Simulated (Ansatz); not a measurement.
Cost and result by functional for the surface energy of the (20-23) surface of hcp Ru in its 1x1 cell, outermost plane spacing 0.15 Å in the ideal cut, in Ansatz (plane waves, PAW). Single points on the PBE structure, on one kind of machine; costs are rough ratios of the slab run's core time (references not counted) to the cheapest single point. r2SCAN's cost holds its higher cutoff (500 against 420 eV). Differences are taken against r2SCAN for comparison alone: no measured value is at hand, so the table doesn't rank accuracy.

Set-up: 24 atoms, 10.2 Å thick at the start (thin: gaps and levels are the slab's own); mesh 14x4x1; 0.1 eV smearing; dipole correction on; all atoms relaxed; held to the part of the start's symmetry that mesh and held atoms allow; no spin, no spin-orbit, no U. These notes are the PBE run's.

```csv
functional,relative cost,surface energy (J/m²),less r2SCAN (J/m²)
RPBE,1,2.84,-0.49
LDA,1,3.71,0.38
PBEsol,1,3.54,0.20
r2SCAN,2,3.33,0.00
PBE (the relaxed run's value),–,3.10,-0.24
```

The values span 0.87 J/m², while the single points' costs differ by a factor of roughly 2. Differences are of unrounded values.

Ansatz is a quantum-chemistry and plane-wave program.
